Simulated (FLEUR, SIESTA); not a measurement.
A FLEUR input for a self-consistent single point of BiPbO2F (Cm, 5 atoms in the cell) (DFT, PBEsol, all-electron FLAPW (FLEUR), scalar-relativistic valence):

Input of the input generator:

```
BiPbO2F crystal
&input film=f /
6.5427515181 -3.7875308284 0.0000000000
6.5427515181 3.7875308284 -0.0000000000
-0.2100090437 -0.0000000000 12.3033869673
1.0
1.0 1.0 1.0

5
83 0.7017900000 0.7017900000 0.2919600000
82 0.3780600000 0.3780600000 0.7449900000
8 0.3705900000 0.3705900000 0.3814700000
8 0.7079400000 0.7079400000 0.6323600000
9 0.0333400000 0.0333400000 0.0985200000

&comp jspins=1 /
&exco xctyp='PBEs' /
&kpt div1=6 div2=6 div3=3 gamma=t /
&end /
```

```xml
<?xml version="1.0" encoding="UTF-8" standalone="no"?>
<fleurInput fleurInputVersion="0.39">
   <comment>
      BiPbO2F crystal                                                                                     
   </comment>
   <calculationSetup>
      <cutoffs Kmax="4.4" Gmax="17.6" GmaxXC="17.6" numbands="0"/>
      <scfLoop itmax="80" minDistance="0.00001" maxIterBroyd="15" imix="Anderson" alpha="0.05" precondParam="0.0" spinf="2.0"/>
      <coreElectrons ctail="T" frcor="F" kcrel="0" coretail_lmax="0"/>
      <xcFunctional name="PBEs" relativisticCorrections="F"/>
      <magnetism jspins="1"/>
      <soc l_soc="F" theta="0.0" phi="0.0" spav="F"/>
      <expertModes spex="0" secvar="F"/>
      <geometryOptimization l_f="T" forcealpha="1.0" forcemix="BFGS" epsdisp="0.00001" epsforce="0.00001"/>
      <ldaU l_linMix="F" mixParam="0.05" spinf="1.0"/>
   </calculationSetup>
   <cell>
      <bzIntegration valenceElectrons="48.0" mode="hist" fermiSmearingEnergy="0.00183747">
         <kPointListSelection listName="default-1"/>
         <!-- k-points included here -->
         <xi:include xmlns:xi="http://www.w3.org/2001/XInclude" href="kpts.xml"> </xi:include>
      </bzIntegration>
      <!-- symmetry operations included here -->
      <xi:include xmlns:xi="http://www.w3.org/2001/XInclude" href="sym.xml"> </xi:include>
      <bulkLattice scale="1.0">
         <bravaisMatrix>
            <row-1>    6.5427515181000002    -3.7875308284000000     0.0000000000000000</row-1>
            <row-2>    6.5427515181000002     3.7875308284000000     0.0000000000000000</row-2>
            <row-3>   -0.2100090437000000     0.0000000000000000    12.3033869672999998</row-3>
         </bravaisMatrix>
      </bulkLattice>
   </cell>
   <atomSpecies>
      <species name="Bismuth (Bi)" element="Bi" atomicNumber="83">
         <mtSphere radius="2.45" gridPoints="863" logIncrement="0.016"/>
         <atomicCutoffs lmax="10" lnonsphr="8"/>
         <electronConfig flipSpins="F">
            <coreConfig>(1s1/2) (2s1/2) (2p1/2) (2p3/2) (3s1/2) (3p1/2) (3p3/2) (4s1/2) (3d3/2) (3d5/2) (4p1/2) (4p3/2) (5s1/2) (4d3/2) (4d5/2) (5p1/2) (5p3/2) (4f5/2) (4f7/2)</coreConfig>
            <valenceConfig>(6s1/2) (5d3/2) (5d5/2) (6p1/2) (6p3/2)</valenceConfig>
            <stateOccupation state="(6p1/2)" spinUp="0.5" spinDown="0.5"/>
            <stateOccupation state="(6p3/2)" spinUp="1.0" spinDown="1.0"/>
         </electronConfig>
         <energyParameters s="6" p="6" d="6" f="5"/>
         <lo type="SCLO" l="2" n="5" eDeriv="0"/>
      </species>
      <species name="Lead (Pb)" element="Pb" atomicNumber="82">
         <mtSphere radius="2.63" gridPoints="925" logIncrement="0.015"/>
         <atomicCutoffs lmax="10" lnonsphr="8"/>
         <electronConfig flipSpins="F">
            <coreConfig>(1s1/2) (2s1/2) (2p1/2) (2p3/2) (3s1/2) (3p1/2) (3p3/2) (4s1/2) (3d3/2) (3d5/2) (4p1/2) (4p3/2) (5s1/2) (4d3/2) (4d5/2) (4f5/2) (4f7/2) (5p1/2) (5p3/2)</coreConfig>
            <valenceConfig>(6s1/2) (5d3/2) (5d5/2) (6p1/2) (6p3/2)</valenceConfig>
            <stateOccupation state="(6p1/2)" spinUp="0.3333333333333" spinDown="0.3333333333333"/>
            <stateOccupation state="(6p3/2)" spinUp="0.6666666666667" spinDown="0.6666666666667"/>
         </electronConfig>
         <energyParameters s="6" p="6" d="6" f="5"/>
         <lo type="SCLO" l="2" n="5" eDeriv="0"/>
      </species>
      <species name="Oxygen (O)" element="O" atomicNumber="8">
         <mtSphere radius="1.38" gridPoints="487" logIncrement="0.022"/>
         <atomicCutoffs lmax="6" lnonsphr="4"/>
         <electronConfig flipSpins="F">
            <coreConfig>(1s1/2)</coreConfig>
            <valenceConfig>(2s1/2) (2p1/2) (2p3/2)</valenceConfig>
            <stateOccupation state="(2p1/2)" spinUp="0.6666666666667" spinDown="0.6666666666667"/>
            <stateOccupation state="(2p3/2)" spinUp="1.3333333333333" spinDown="1.3333333333333"/>
         </electronConfig>
         <energyParameters s="2" p="2" d="3" f="4"/>
      </species>
      <species name="Fluorine (F)" element="F" atomicNumber="9">
         <mtSphere radius="2.10" gridPoints="741" logIncrement="0.015"/>
         <atomicCutoffs lmax="8" lnonsphr="6"/>
         <electronConfig flipSpins="F">
            <coreConfig>(1s1/2)</coreConfig>
            <valenceConfig>(2s1/2) (2p1/2) (2p3/2)</valenceConfig>
            <stateOccupation state="(2p1/2)" spinUp="0.8333333333333" spinDown="0.8333333333333"/>
            <stateOccupation state="(2p3/2)" spinUp="1.6666666666667" spinDown="1.6666666666667"/>
         </electronConfig>
         <energyParameters s="2" p="2" d="3" f="4"/>
      </species>
   </atomSpecies>
   <atomGroups>
      <atomGroup species="Bismuth (Bi)">
         <relPos label="                   1">-.2982100000 -.2982100000 .2919600000</relPos>
         <force calculate="T" relaxXYZ="TTT"/>
      </atomGroup>
      <atomGroup species="Lead (Pb)">
         <relPos label="                   2">.3780600000 .3780600000 -.2550100000</relPos>
         <force calculate="T" relaxXYZ="TTT"/>
      </atomGroup>
      <atomGroup species="Oxygen (O)">
         <relPos label="                   3">.3705900000 .3705900000 .3814700000</relPos>
         <force calculate="T" relaxXYZ="TTT"/>
      </atomGroup>
      <atomGroup species="Oxygen (O)">
         <relPos label="                   4">-.2920600000 -.2920600000 -.3676400000</relPos>
         <force calculate="T" relaxXYZ="TTT"/>
      </atomGroup>
      <atomGroup species="Fluorine (F)">
         <relPos label="                   5">.0333400000 .0333400000 .0985200000</relPos>
         <force calculate="T" relaxXYZ="TTT"/>
      </atomGroup>
   </atomGroups>
   <output dos="F" band="F" slice="F">
      <checks vchk="F" cdinf="F"/>
      <bandDOS minEnergy="-.5*Htr" maxEnergy="0.5*Htr" sigma="0.015" storeEVData="T"/>
      <vacuumDOS vacdos="F" integ="F" star="F" nstars="0" locx1="0.0" locy1="0.0" locx2="0.0" locy2="0.0" nstm="0" tworkf="0.0"/>
      <unfoldingBand unfoldBand="F" supercellX="1" supercellY="1" supercellZ="1"/>
      <plotting iplot="0" polar="F">
         <plot TwoD="T" vec1="  1.0  0.0  0.0" vec2="  0.0  1.0  0.0" vec3="  0.0  0.0  1.0" zero="  0.0  0.0  0.0" file="plot"/>
      </plotting>
      <chargeDensitySlicing numkpt="0" minEigenval="0.0" maxEigenval="0.0" nnne="0" pallst="F"/>
      <specialOutput eonly="F"/>
      <magneticCircularDichroism mcd="F" energyLo="-10.0" energyUp="0.0"/>
   </output>
  <!-- We include the file relax.xml here to enable relaxations (see documentation) -->
  <xi:include xmlns:xi="http://www.w3.org/2001/XInclude" href="relax.xml"> <xi:fallback/> </xi:include>
</fleurInput>
```

Q: Give the SIESTA input for the same structure, mesh, smearing and functional.

A: One input that does it (others would too):

```
# files in the folder: Bi.psml Pb.psml O.psml F.psml (PseudoDojo PBEsol standard)
SystemName  BiPbO2F
SystemLabel BiPbO2F

NumberOfAtoms                5
NumberOfSpecies              4
%block ChemicalSpeciesLabel
  1 83 Bi
  2 82 Pb
  3 8 O
  4 9 F
%endblock ChemicalSpeciesLabel
LatticeConstant              1.0 Ang
%block LatticeVectors
     3.462275000   -2.004275000    0.000000000
     3.462275000    2.004275000    0.000000000
    -0.111132000    0.000000000    6.510672000
%endblock LatticeVectors
AtomicCoordinatesFormat      Ang
%block AtomicCoordinatesAndAtomicSpecies
     4.827133846    0.000000000    1.900855797  1
     2.535103144   -0.000000000    4.850385533  2
     2.523775460    0.000000000    2.483626048  3
     4.831890495    0.000000000    4.117088546  3
     0.219915772    0.000000000    0.641431405  4
%endblock AtomicCoordinatesAndAtomicSpecies

XC.functional                GGA
XC.authors                   PBEsol
PAO.BasisSize                TZP
PAO.EnergyShift              0.01 Ry
MeshCutoff                   400 Ry
%block kgrid.MonkhorstPack
    6   0   0  0.0
    0   6   0  0.0
    0   0   3  0.0
%endblock kgrid.MonkhorstPack
OccupationFunction           FD
ElectronicTemperature        580.23 K

MaxSCFIterations             150
SCF.Mixer.Method             Pulay
SCF.Mixer.Weight             0.1
SCF.Mixer.History            8
SCF.DM.Tolerance             1.0E-05
Diag.ParallelOverK           true
WriteForces                  true
Charge.Mulliken              end
```

Basis settings and potentials, where a program has them, do not carry over. This input uses DFT, GGA PBEsol, numerical atomic orbitals TZP, PseudoDojo PBEsol standard norm-conserving potentials (rewritten from UPF to PSML).

The starting cell comes from a database of computed structures (which also holds hypothetical and non-ambient phases and stackings), without a prior relaxation at this level.
